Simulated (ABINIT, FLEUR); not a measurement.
A FLEUR input for a self-consistent single point of FeSb (P6_3/mmc, 4 atoms in the cell) (DFT, LDA (Perdew-Zunger), all-electron FLAPW (FLEUR), scalar-relativistic valence):

Input of the input generator:

```
scf FeSb
&input film=f /
4.0148097394 0.0000000605 0.0000000000
-2.0074049221 3.4769271954 0.0000000000
0.0000000000 0.0000000000 5.0197600000
1.8897261246
1.0 1.0 1.0

4
26 0.0000000000 0.0000000000 0.0000000000 : 4.00
26 0.0000000000 0.0000000000 0.5000000000 : 4.00
51 0.6666666667 0.3333333333 0.2500000000 : 0.00
51 0.3333333333 0.6666666667 0.7500000000 : 0.00

&comp jspins=2 /
&exco xctyp='pz' /
&kpt div1=6 div2=6 div3=4 gamma=t /
&end /
```

```xml
<?xml version="1.0" encoding="UTF-8" standalone="no"?>
<fleurInput fleurInputVersion="0.39">
   <comment>
      scf FeSb                                                                                            
   </comment>
   <calculationSetup>
      <cutoffs Kmax="4.1" Gmax="12.3" GmaxXC="12.3" numbands="0"/>
      <scfLoop itmax="60" minDistance="0.00001" maxIterBroyd="15" imix="Anderson" alpha="0.05" precondParam="0.0" spinf="2.0"/>
      <coreElectrons ctail="T" frcor="F" kcrel="0" coretail_lmax="0"/>
      <xcFunctional name="pz" relativisticCorrections="F"/>
      <magnetism jspins="2"/>
      <soc l_soc="F" theta="0.0" phi="0.0" spav="F"/>
      <expertModes spex="0" secvar="F"/>
      <geometryOptimization l_f="T" forcealpha="1.0" forcemix="BFGS" epsdisp="0.00001" epsforce="0.00001"/>
      <ldaU l_linMix="F" mixParam="0.05" spinf="1.0"/>
   </calculationSetup>
   <cell>
      <bzIntegration valenceElectrons="62.0" mode="gauss" fermiSmearingEnergy="0.00499791">
         <kPointListSelection listName="default-1"/>
         <!-- k-points included here -->
         <xi:include xmlns:xi="http://www.w3.org/2001/XInclude" href="kpts.xml"> </xi:include>
      </bzIntegration>
      <!-- symmetry operations included here -->
      <xi:include xmlns:xi="http://www.w3.org/2001/XInclude" href="sym.xml"> </xi:include>
      <bulkLattice scale="1.0">
         <bravaisMatrix>
            <row-1>    7.5868908498426979     0.0000001143284305     0.0000000000000000</row-1>
            <row-2>   -3.7934455239429981     6.5704401544795887     0.0000000000000000</row-2>
            <row-3>    0.0000000000000000     0.0000000000000000     9.4859716112220944</row-3>
         </bravaisMatrix>
      </bulkLattice>
   </cell>
   <atomSpecies>
      <species name="Iron (Fe) 4.000" element="Fe" atomicNumber="26">
         <mtSphere radius="2.21" gridPoints="763" logIncrement="0.016"/>
         <atomicCutoffs lmax="8" lnonsphr="6"/>
         <electronConfig flipSpins="F">
            <coreConfig>(1s1/2) (2s1/2) (2p1/2) (2p3/2)</coreConfig>
            <valenceConfig>(3s1/2) (3p1/2) (3p3/2) (4s1/2) (3d3/2) (3d5/2)</valenceConfig>
            <stateOccupation state="(3d3/2)" spinUp="2.0" spinDown="0.4"/>
            <stateOccupation state="(3d5/2)" spinUp="3.0" spinDown="0.6"/>
         </electronConfig>
         <energyParameters s="4" p="4" d="3" f="4"/>
         <lo type="SCLO" l="0" n="3" eDeriv="0"/>
         <lo type="SCLO" l="1" n="3" eDeriv="0"/>
      </species>
      <species name="Antimony (Sb)" element="Sb" atomicNumber="51">
         <mtSphere radius="2.43" gridPoints="839" logIncrement="0.015"/>
         <atomicCutoffs lmax="10" lnonsphr="8"/>
         <electronConfig flipSpins="F">
            <coreConfig>(1s1/2) (2s1/2) (2p1/2) (2p3/2) (3s1/2) (3p1/2) (3p3/2) (4s1/2) (3d3/2) (3d5/2) (4p1/2) (4p3/2)</coreConfig>
            <valenceConfig>(5s1/2) (4d3/2) (4d5/2) (5p1/2) (5p3/2)</valenceConfig>
            <stateOccupation state="(5p1/2)" spinUp="0.5" spinDown="0.5"/>
            <stateOccupation state="(5p3/2)" spinUp="1" spinDown="1"/>
         </electronConfig>
         <energyParameters s="5" p="5" d="5" f="4"/>
         <lo type="SCLO" l="2" n="4" eDeriv="0"/>
      </species>
   </atomSpecies>
   <atomGroups>
      <atomGroup species="Iron (Fe) 4.000">
         <relPos label="                   1">.0000000000 .0000000000 .0000000000</relPos>
         <relPos label="                   2">.0000000000 .0000000000 1.000/2.000</relPos>
         <force calculate="T" relaxXYZ="TTT"/>
      </atomGroup>
      <atomGroup species="Antimony (Sb)">
         <relPos label="                   3">-1.000/3.000 1.000/3.000 1.000/4.000</relPos>
         <relPos label="                   4">1.000/3.000 -1.000/3.000 -1.000/4.000</relPos>
         <force calculate="T" relaxXYZ="TTT"/>
      </atomGroup>
   </atomGroups>
   <output dos="F" band="F" slice="F">
      <checks vchk="F" cdinf="F"/>
      <bandDOS minEnergy="-.5*Htr" maxEnergy="0.5*Htr" sigma="0.015" storeEVData="T"/>
      <vacuumDOS vacdos="F" integ="F" star="F" nstars="0" locx1="0.0" locy1="0.0" locx2="0.0" locy2="0.0" nstm="0" tworkf="0.0"/>
      <unfoldingBand unfoldBand="F" supercellX="1" supercellY="1" supercellZ="1"/>
      <plotting iplot="0" polar="F">
         <plot TwoD="T" vec1="  1.0  0.0  0.0" vec2="  0.0  1.0  0.0" vec3="  0.0  0.0  1.0" zero="  0.0  0.0  0.0" file="plot"/>
      </plotting>
      <chargeDensitySlicing numkpt="0" minEigenval="0.0" maxEigenval="0.0" nnne="0" pallst="F"/>
      <specialOutput eonly="F"/>
      <magneticCircularDichroism mcd="F" energyLo="-10.0" energyUp="0.0"/>
   </output>
  <!-- We include the file relax.xml here to enable relaxations (see documentation) -->
  <xi:include xmlns:xi="http://www.w3.org/2001/XInclude" href="relax.xml"> <xi:fallback/> </xi:include>
</fleurInput>
```

**Question.** Translate this input to ABINIT.

**Answer.** This is the input that was run; spellings and numerical settings could be chosen otherwise.

```
# FeSb, PseudoDojo nc-sr-04 LDA standard
pp_dirpath "./"
pseudos "Fe.upf, Sb.upf"
acell 3*1.0
rprim
         7.5868908500    0.0000001143    0.0000000000
        -3.7934455239    6.5704401547    0.0000000000
         0.0000000000    0.0000000000    9.4859716114
natom 4
ntypat 2
znucl 26 51
typat 1 1 2 2
xcart
         0.0000000000    0.0000000000    0.0000000000
         0.0000000000    0.0000000000    2.5098800000
         2.0074048522    1.1589757721    1.2549400000
        -0.0000000349    2.3179514838    3.7648200000
      Angstrom
ecut 45
ixc 7
nsppol 2
spinat
      0 0 4
      0 0 4
      0 0 0
      0 0 0
occopt 7
tsmear 0.136 eV
nband 45
kptopt 1
ngkpt 6 6 4
nshiftk 1
shiftk 0 0 0
nstep 50
tolvrs 1.0e-11
prtwf 0
prtden 0
enunit 2
```

Basis settings and potentials, where a program has them, do not carry over. This input uses DFT, LDA (PW92), plane waves, norm-conserving pseudopotentials (PseudoDojo nc-sr-04 LDA standard). LDA parametrisations can differ slightly between programs. Both were run: size of the net moment 0.58 μB/atom in FLEUR and 0.72 in ABINIT.

On ABINIT: the starting cell comes from a database of computed structures (which also holds hypothetical and non-ambient phases and stackings), without a prior relaxation at this level. Spin-orbit coupling is off. The magnetic order is the one reached from the typed start; others were not searched systematically. With a pressure of about -8 GPa the cell is away from its equilibrium volume at this level.

On FLEUR: the starting cell comes from a database of computed structures (which also holds hypothetical and non-ambient phases and stackings), without a prior relaxation at this level. Spin-orbit coupling is off. The magnetic order is the one reached from the typed start; others were not searched systematically. Values depend on the basis (sphere radii, cutoffs, local orbitals), which need not be converged.
